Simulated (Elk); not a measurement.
Elk run on Ga2Pt (Fm-3m, 3 atoms in the cell): self-consistent single point.

Level of theory: PBEsol, all-electron FP-LAPW, Elk's shipped species files, default APW+lo basis (Elk 10.2.4).

The change in words: lattice scaled by 0.98. Reference geometry:
```
CELL_PARAMETERS angstrom
      0.00000     2.96792     2.96792
      2.96792     0.00000     2.96792
      2.96792     2.96792     0.00000
ATOMIC_POSITIONS crystal
  Ga 0.75000 0.75000 0.75000
  Ga 0.25000 0.25000 0.25000
  Pt 0.00000 0.00000 0.00000
```

Reference input (self-consistent single point, DFT, PBEsol, all-electron FP-LAPW, Elk's shipped species files, default APW+lo basis): xctype = 22; stype = 0; swidth = 0.00999582 Ha; ngridk = 8 8 8; rmtscf = 0.88; maxscl = 100. This run's input differs from it in these lines:

```diff
@@ -19,3 +19,3 @@
 scale
-  7.931695904
+  7.773063055
```

Log, with long lists cut:

```
│ Self-consistent loop started │
│ Loop number : 1 │
 total energy                :     -22313.8008271
│ Loop number : 2 │
 total energy                :     -22314.5992637
RMS change in Kohn-Sham potential (target) :   0.2249401397     (  0.1000000000E-05)
Absolute change in total energy (target)   :   0.7984366391     (  0.1000000000E-03)
│ Loop number : 3 │
 total energy                :     -22315.9659635
RMS change in Kohn-Sham potential (target) :   0.2101263927     (  0.1000000000E-05)
Absolute change in total energy (target)   :    1.566308917     (  0.1000000000E-03)
│ Loop number : 4 │
   [... lines left out ...]
Absolute change in total energy (target)   :   0.1439569180E-02 (  0.1000000000E-03)
│ Loop number : 13 │
 total energy                :     -22327.0657896
RMS change in Kohn-Sham potential (target) :   0.1140777261E-05 (  0.1000000000E-05)
Absolute change in total energy (target)   :   0.1917175177E-03 (  0.1000000000E-03)
│ Loop number : 14 │
 total energy                :     -22327.0657937
RMS change in Kohn-Sham potential (target) :   0.7505318046E-06 (  0.1000000000E-05)
Absolute change in total energy (target)   :   0.5200409942E-04 (  0.1000000000E-03)
Convergence targets achieved

│ Loop number : 15 │

Energies :
 Fermi                       :     0.313456430728
 total energy                :     -22327.0658480

Density of states at Fermi energy :    33.90093076
 (states/Hartree/unit cell)

Estimated indirect band gap :   0.1964111046E-02
 from k-point     10 to k-point      7
Estimated direct band gap   :   0.4601181878E-01
 at k-point     24

Charges :
 core                        :    84.00000000
 valence                     :    56.00000000
 interstitial                :    5.184706425
 muffin-tins (core leakage)
  species :    1 (Ga)
   atom    1                 :    29.08378048     (  0.3447834467E-02)
   atom    2                 :    29.08378048     (  0.3447834467E-02)
  species :    2 (Pt)
   atom    1                 :    76.64773261     (  0.9297257568E-03)
 total in muffin-tins        :    134.8152936
 total calculated charge     :    139.9809723
 total charge                :    140.0000000
 error                       :   0.1902772702E-01

│ Self-consistent loop stopped │
```

The run converged in 15 iterations. The count includes the last loop, which Elk runs after its targets are met. Against the reference run the total energy rises by 16.0 meV/atom.

The starting cell comes from a database of computed structures (which also holds hypothetical and non-ambient phases and stackings), without a prior relaxation at this level. For this run, on top of that: lattice scaled by 0.98. Spin-orbit coupling is off. Spin polarisation is off. Values depend on the basis (sphere radii, cutoffs, local orbitals), which need not be converged. The log's line on a gap gives a spacing of levels on this mesh, which the program prints for metals too.
